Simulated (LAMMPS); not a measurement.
Simulation of a melt made from Cu3Au (L1_2), 4000 atoms, at 1560 K and 5 GPa, brought to that temperature within a few picoseconds.

Method: classical MD, pair style eam, the elements' _u3.eam files (universal-3 set of Foiles, Baskes and Daw); code LAMMPS.

| angle (°) | probability per degree, Au-Cu-Cu | probability per degree, Cu-Cu-Cu | probability per degree, Au-Cu-Au |
|---|---|---|---|
| 34.50 | 0.0000 | 0.0000 | 0.0000 |
| 37.50 | 0.0003 | 0.0005 | 0.0001 |
| 40.50 | 0.0017 | 0.0023 | 0.0003 |
| 43.50 | 0.0047 | 0.0058 | 0.0016 |
| 46.50 | 0.0083 | 0.0089 | 0.0039 |
| 49.50 | 0.0118 | 0.0120 | 0.0069 |
| 52.50 | 0.0141 | 0.0135 | 0.0100 |
| 55.50 | 0.0151 | 0.0144 | 0.0113 |
| 58.50 | 0.0145 | 0.0137 | 0.0119 |
| 61.50 | 0.0137 | 0.0118 | 0.0118 |
| 64.50 | 0.0118 | 0.0103 | 0.0116 |
| 67.50 | 0.0100 | 0.0086 | 0.0108 |
| 70.50 | 0.0087 | 0.0076 | 0.0105 |
| 73.50 | 0.0075 | 0.0069 | 0.0090 |
| 76.50 | 0.0067 | 0.0063 | 0.0077 |
| 79.50 | 0.0066 | 0.0061 | 0.0077 |
| 82.50 | 0.0063 | 0.0062 | 0.0075 |
| 85.50 | 0.0065 | 0.0068 | 0.0077 |
| 88.50 | 0.0072 | 0.0073 | 0.0076 |
| 91.50 | 0.0075 | 0.0080 | 0.0084 |
| 94.50 | 0.0083 | 0.0088 | 0.0090 |
| 97.50 | 0.0088 | 0.0094 | 0.0091 |
| 100.5 | 0.0093 | 0.0100 | 0.0099 |
| 103.5 | 0.0098 | 0.0104 | 0.0112 |
| 106.5 | 0.0101 | 0.0104 | 0.0109 |
| 109.5 | 0.0100 | 0.0105 | 0.0111 |
| 112.5 | 0.0097 | 0.0101 | 0.0106 |
| 115.5 | 0.0093 | 0.0097 | 0.0113 |
| 118.5 | 0.0092 | 0.0091 | 0.0095 |
| 121.5 | 0.0083 | 0.0085 | 0.0086 |
| 124.5 | 0.0077 | 0.0077 | 0.0083 |
| 127.5 | 0.0073 | 0.0073 | 0.0079 |
| 130.5 | 0.0067 | 0.0066 | 0.0074 |
| 133.5 | 0.0062 | 0.0063 | 0.0068 |
| 136.5 | 0.0057 | 0.0059 | 0.0069 |
| 139.5 | 0.0054 | 0.0057 | 0.0058 |
| 142.5 | 0.0053 | 0.0052 | 0.0061 |
| 145.5 | 0.0049 | 0.0051 | 0.0050 |
| 148.5 | 0.0047 | 0.0047 | 0.0050 |
| 151.5 | 0.0041 | 0.0043 | 0.0043 |
| 154.5 | 0.0039 | 0.0040 | 0.0043 |
| 157.5 | 0.0037 | 0.0037 | 0.0041 |
| 160.5 | 0.0032 | 0.0033 | 0.0035 |
| 163.5 | 0.0027 | 0.0027 | 0.0030 |
| 166.5 | 0.0022 | 0.0024 | 0.0026 |
| 169.5 | 0.0018 | 0.0019 | 0.0020 |
| 172.5 | 0.0014 | 0.0014 | 0.0014 |
| 175.5 | 0.0007 | 0.0008 | 0.0009 |
| 178.5 | 0.0003 | 0.0003 | 0.0003 |

Read from the full data:
- state found: liquid
- most common Au-Cu-Cu angle: at the 3° bin centred on 55.5°, after smoothing over three bins (mean of all 95°)
- most common Cu-Cu-Cu angle: at the 3° bin centred on 55.5°, after smoothing over three bins (mean of all 96°)

Caution: a run this short can hold a crystal over, or a liquid under, the potential's own melting point, which these runs don't give.
